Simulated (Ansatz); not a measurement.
The reference is ZnCu in the CsCl type structure (space group Pm-3m, No. 221; a = 2.908 Å; relaxed with 0.1 eV smearing). Axes: x, y, z lie along the cube axes.

Method: plane-wave PAW DFT at the PBEsol level (Ansatz, a first-principles code, 420 eV), spin-orbit coupling left out.

One thing is altered: biaxial strain −2.08 %, plane normal [111], relaxed out of plane (Cartesian); in-plane vectors clamped, the third vector and the atoms free.

How does this affect the energy relative to the base, ratio −ε⊥/ε∥ and in-plane stress?

The energy grows by 11 meV/atom; the ratio −ε⊥/ε∥ amounts to 0.61; the mean in-plane stress (compression positive) is +6.8 GPa.

Whether these cells are dynamically stable was not tested. The final runs are not spin-polarised.
